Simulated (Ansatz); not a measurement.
Here is the system:

```xyz
5
Lattice="4.4616 0.0000 0.0000 0.0000 4.4616 0.0000 0.0000 0.0000 4.4616" Properties=species:S:1:pos:R:3 pbc="T T T"
Cs     0.0000     0.0000     0.0000
Cd     2.2308     2.2308     2.2308
F      0.0000     2.2308     2.2308
F      2.2308     0.0000     2.2308
F      2.2308     2.2308     0.0000
```

Method: PBEsol, rigid bands (plane waves, PAW, scalar-relativistic; Ansatz, an electronic-structure program). How the cell was made: cell and atoms relaxed with PBEsol.

Q: Predict the hole conductivity mass (n e² τ/σ) at 300 K, by direction if it differs.

A: 1.08 mₑ.

Q: What conductivity effective mass do dilute electrons have at 300 K?

A: 0.41 mₑ.

Q: And the band gap?

A: 3.23 eV at this level; semilocal functionals usually fall short of the measured gap.

Rigid bands, one relaxation time for all states, no polarons. Spin-orbit coupling is left out; where it splits the top of the valence band it changes the hole mass and lowers the gap by about a third of the splitting.

Computed structure, not matched to a measured one here, so possibly hypothetical: CsCdF3 (Pm-3m).
